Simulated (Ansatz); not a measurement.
**CuCl: Cl → P**

Take CuCl in the zinc blende structure (space group F-43m, No. 216; a = 5.290 Å) as the base.

Modification: every Cl is replaced by P, then cell and atoms are relaxed.

Level of theory: Ansatz (an electronic-structure program), PBEsol, PAW, cutoff 420 eV, no spin-orbit coupling. Γ-centred 16×16×16 mesh, Fermi–Dirac width 0.05 eV, for the changed cell.

```tsv
quantity	base	changed	shift
volume per atom	18.50 Å³	16.82 Å³	-1.68 Å³
density	4.44 g/cm³	4.66 g/cm³	+0.22 g/cm³
lattice parameter a	5.290 Å	5.125 Å	-0.165 Å
space group	F-43m (No. 216)	F-43m (No. 216)	–
shortest interatomic distance	2.291 Å	2.219 Å	-0.0714 Å
band gap	0.55 eV	zero	–
```

No phonon test of stability was made. As relaxed here, CuP is a hypothetical phase, not in the database extracts checked. No Hubbard U is applied. The final runs are not spin-polarised.
